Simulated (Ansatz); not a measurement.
Si under load (space group Imma), Ansatz (a quantum-chemistry and plane-wave program) with r2SCAN with spin-orbit coupling, rigid bands. Condition of this run: uniaxial stress along [110] of -2 GPa (compression positive) (the target of the relaxation). Band gap 0.66 eV, N_c = 1.16e19 cm⁻³ and N_v = 1.00e19 cm⁻³ at 300 K, conductivity masses along z (a = (0.02, 2.74, 2.71) Å; b = (2.74, 0.02, 2.71) Å; c = (2.75, 2.75, 0.00) Å) of 1.08 mₑ (electrons) and 0.338 mₑ (holes). Take k_BT = 0.02585 eV.

Problem. A film of it is 3 nm thick, with its normal along the direction named. Estimate the confinement energies in an infinite well.

Solution. ħ²π²/(2m t²) = 0.376 eV·nm²/(m/mₑ × t²) gives 38.7 meV for electrons and 124 meV for holes, so the gap would widen to about 0.82 eV. Finite barriers and nonparabolic bands lower this, and with several valleys or bands the heaviest mass along the normal sets the lowest level, not this average.

Problem. Find the intrinsic carrier density and the intrinsic Fermi level.

Solution. n_i = √(N_c N_v) exp(−E_g/2k_BT) = 1.08e19 × exp(−12.76) = 3.1e13 cm⁻³. The level lies (k_BT/2) ln(N_v/N_c) = -2 meV from mid-gap (positive towards the conduction band). Each 0.1 eV added to the gap lowers n_i by a factor of 6.9.

Problem. What thermal injection velocity √(2k_BT/πm) limits a ballistic channel along the direction named?

Solution. 5.18e6 cm/s for electrons and 9.25e6 cm/s for holes, a ratio of √(m_h/m_e) = 0.559, for dilute carriers.

Rigid bands with the computed gap; masses take one relaxation time for all states.
